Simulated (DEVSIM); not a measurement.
Device: Au/AlN/p-Ge capacitor, at 300 K.

Layer 1 from the left is AlN, thickness (nm) 7.00. Layer 2 from the left is Ge, thickness (nm) 2600, Na (cm⁻³) 5.2e16.

Metal gate on the left, work function 5.1 eV. Fixed charge at the semiconductor interface 3.6e10 cm⁻² (in units of +e); no interface traps.

The device is made up for the run: typed textbook-type constants, with dimensions and the other settings drawn at random. Values at 300 K.

AlN: gap (eV) 6.1, affinity (eV) 1.9, permittivity 8.5. Ge: gap (eV) 0.664, affinity (eV) 4, permittivity 16, Nc (cm⁻³) 1.04e19, Nv (cm⁻³) 6e18.

Problem. Estimate by hand the flat-band voltage, the threshold voltage, and compare with a numerical solution.

Solution. 
- Flat-band voltage: C = 1.08 μF/cm², work-function difference 0.559 V; VFB = φms − qNf/C = 0.55 V; numerical 0.55 V.
- Threshold voltage: φF = 0.202 V, depletion charge √(4εqNφF) = 9.77e-8 C/cm²; VT = VFB + 2φF + Qd/C = 1.05 V; numerical 1.05 V.

Model (solved in DEVSIM): 1D Poisson equation in equilibrium, Boltzmann statistics, complete ionisation; no quantum confinement or tunnelling. Metal contacts follow the ideal Schottky-Mott rule: no Fermi-level pinning, no interface dipoles.
